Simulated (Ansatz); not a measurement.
Take KF in the rock salt structure (space group Fm-3m, No. 225) as the base.

```yaml
crystal:
  lattice:
    - [0.00000, 2.71037, 2.71037]
    - [2.71037, 0.00000, 2.71037]
    - [2.71037, 2.71037, 0.00000]
  atoms:
    - { symbol: K, position: [0.00000, 0.00000, 0.00000] }
    - { symbol: F, position: [0.50000, 0.50000, 0.50000] }
```

Level of theory: Kohn–Sham DFT with the PBE functional, run in Ansatz (an electronic-structure program) with PAW and 420 eV plane waves, no spin-orbit coupling.

One change was made to it. Results:

The band gap goes up by 0.12 eV (5.96 eV → 6.08 eV); the electron mass remains 0.55 mₑ (at Γ); the volume per atom decreases by 0.45 Å³, from 19.91 Å³ to 19.46 Å³.

Name the change that was made.
A. pressure 10 GPa
B. pressure 0.3 GPa
C. pressure 5 GPa
D. pressure 0.7 GPa
E. pressure 3 GPa

D, pressure 0.7 GPa. For comparison, the band gap in the other runs: pressure 10 GPa gives 7.14 eV; pressure 5 GPa gives 6.65 eV; pressure 3 GPa gives 6.40 eV; pressure 0.3 GPa gives 6.01 eV.

Load acts through the strain it causes; cell and atoms are relaxed under it. Masses are band curvatures over ±0.01 Å⁻¹ around the edge. Stability against distortions was not tested. No other phases were tried under pressure.
